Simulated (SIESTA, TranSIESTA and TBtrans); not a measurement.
Device: Ta chain with one C atom inserted. Leads: straight Ta chain, spacing 2.35 Å. Geometry: 3 atoms about the centre moved by SIESTA (PBE, DZP) to a largest force of 0.04 eV/Å, all others as built, motion along the axis alone. Transport runs along z; the first 6 and the last 6 of the 21 atoms are the lead cells, repeated to infinity.

```xyz
21
Lattice="9.000 0.000 0.000 0.000 9.000 0.000 0.000 0.000 48.300" Properties=species:S:1:pos:R:3 pbc="F F T"
Ta     4.500     4.500     0.000
Ta     4.500     4.500     2.350
Ta     4.500     4.500     4.700
Ta     4.500     4.500     7.050
Ta     4.500     4.500     9.400
Ta     4.500     4.500    11.750
Ta     4.500     4.500    14.100
Ta     4.500     4.500    16.450
Ta     4.500     4.500    18.800
Ta     4.500     4.500    21.089
C      4.500     4.500    22.975
Ta     4.500     4.500    24.859
Ta     4.500     4.500    27.150
Ta     4.500     4.500    29.500
Ta     4.500     4.500    31.850
Ta     4.500     4.500    34.200
Ta     4.500     4.500    36.550
Ta     4.500     4.500    38.900
Ta     4.500     4.500    41.250
Ta     4.500     4.500    43.600
Ta     4.500     4.500    45.950
```
Starting moments (μB): atom 7 +1, atom 8 +1, atom 9 +1, atom 10 +1, atom 12 +1, atom 13 +1, atom 14 +1, atom 15 +1; lead atoms +1 (left) and +1 (right).

Run with TranSIESTA and TBtrans (open boundaries, self-consistent; PseudoDojo norm-conserving potentials, scalar-relativistic): Spin polarized, PAO.BasisSize DZP, PAO.EnergyShift 0.15 eV, XC.Authors PBE, Mesh.Cutoff 200 Ry, ElectronicTemperature 300 K, TS.Voltage 0.0 eV, TBT.Elecs.Eta 0.001 eV.

Energies count from the leads' Fermi level. Transmissions are for each spin. The energy step is 0.01 eV; narrower resonances are cut or missed.

```tsv
E (eV)	T up	T down
-0.20	2.53	2.42
-0.15	2.51	2.40
-0.10	2.50	2.39
-0.05	2.48	2.38
0.00	2.46	2.36
0.05	2.44	2.35
0.10	2.42	2.34
0.15	2.40	2.33
0.20	2.38	2.33
```

Problem. Give the zero-bias conductance in μS and the resistance at 300 K.

Solution. At the Fermi level the mean of both spins is (2.46 + 2.36)/2 = 2.41. Averaged with −∂f/∂E over the full grid (kT = 25.9 meV) it is 2.41. With G0 = 2e²/h = 77.48 μS, G = 187 μS and R = 1/G = 5.35 kΩ.

Problem. The eigenchannels at the Fermi level (both spins) transmit 0.854, 0.854, 0.702, 0.0228, 0.842, 0.842, 0.671. What Fano factor of the shot noise follows at low temperature and bias?

Solution. F = Σ τ(1 − τ)/Σ τ = 0.968/4.79 = 0.20.

The magnetic order of the leads was set by the start, and no other order was tried; the separate lead runs end at 1.06 (left) and 1.06 (right) μB an atom. The straight chain is held at its spacing; free chains may zigzag or dimerise. Spin-orbit coupling, left out here, matters for the heavy atoms.
